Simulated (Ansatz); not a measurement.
## How far PBE and PBEsol part for hypothetical P-6m2 Ti2InB2, pressure 1.5 GPa

The reference is Ti$_{2}$InB$_{2}$ (space group P-6m2, No. 187; a = 3.082 Å, c = 7.936 Å; a hypothetical phase, not in the database extracts checked).

(Cell as relaxed with PBE.)

Levels (all Ansatz, a quantum-chemistry and plane-wave program, PAW): PBE (420 eV, no spin-orbit coupling); PBEsol (420 eV, scalar-relativistic without spin-orbit coupling).

Each level relaxes its own structure.

| base | PBE | PBEsol |
|---|---|---|
| volume per atom | 13.06 Å³ | 12.66 Å³ |
| lattice parameter a | 3.082 Å | 3.056 Å |
| band gap | zero | zero |

The change: cell and atoms relaxed at a pressure of 1.5 GPa.

```json
[
 {"quantity": "shortest interatomic distance", "PBE": "1.774 Å", "PBEsol": "1.759 Å"},
 {"quantity": "c/a ratio", "PBE": "2.572", "PBEsol": "2.560"}
]
```

PBE's shortest interatomic distance lies 0.015 Å above PBEsol's (0.8 %); PBE's c/a ratio lies 0.012 above PBEsol's. Neither level is exact; PBEsol is the comparison here, not a measurement.

Load acts through the strain it causes; cell and atoms are relaxed under it. Stability against distortions was not tested. The final runs are not spin-polarised. An odd electron count without spin: Ti2InB2.
